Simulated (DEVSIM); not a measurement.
Device: Au/SiO2/p-Si capacitor, at 300 K.

| layer (left to right) | material | thickness (nm) | Na (cm⁻³) |
|---|---|---|---|
| 1 | SiO2 | 32.0 | - |
| 2 | Si | 13000 | 2.1e15 |

Metal gate on the left, work function 5.1 eV. Fixed charge at the semiconductor interface 1.3e10 cm⁻² (in units of +e); interface traps 1.6e10 cm⁻² eV⁻¹, uniform in energy, neutral level at 0.7 of the gap above the valence band.

The device is made up for the run: typed textbook-type constants, with dimensions and the other settings drawn at random. Values at 300 K; Nc and Nv go as T^1.5, mobilities as T to minus their exponent, the gap by Varshni's rule with the affinity fixed.

```
parameter         SiO2        Si
----------------  ----  --------
gap (eV)             9     1.124
affinity (eV)      0.9      4.05
permittivity       3.9      11.7
Nc (cm⁻³)            -   2.86e19
Nv (cm⁻³)            -    3.1e19
Varshni α (eV/K)     -  0.000473
Varshni β (K)        -       636
```

Model (solved in DEVSIM): 1D Poisson equation in equilibrium, Boltzmann statistics, complete ionisation; no quantum confinement or tunnelling. Metal contacts follow the ideal Schottky-Mott rule: no Fermi-level pinning, no interface dipoles.

Base results: threshold voltage (band bending 2φF) (V) 0.98; minimum of the low-frequency capacitance (μF/cm²) 0.0183; flat-band voltage (V) 0.14.

Q: What follows from this one change: fixed charge 1.3e+10 → 2.98e+11 cm^-2?

A: threshold voltage (band bending 2φF) 0.98 → 0.56 V; minimum of the low-frequency capacitance little changed (0.0182 μF/cm²); flat-band voltage 0.14 → -0.28 V.

Q: What follows from this one change: temperature 300 → 500 K?

A: threshold voltage (band bending 2φF) 0.98 → 0.69 V; minimum of the low-frequency capacitance 0.0183 → 0.0368 μF/cm²; flat-band voltage 0.14 → 0.40 V.
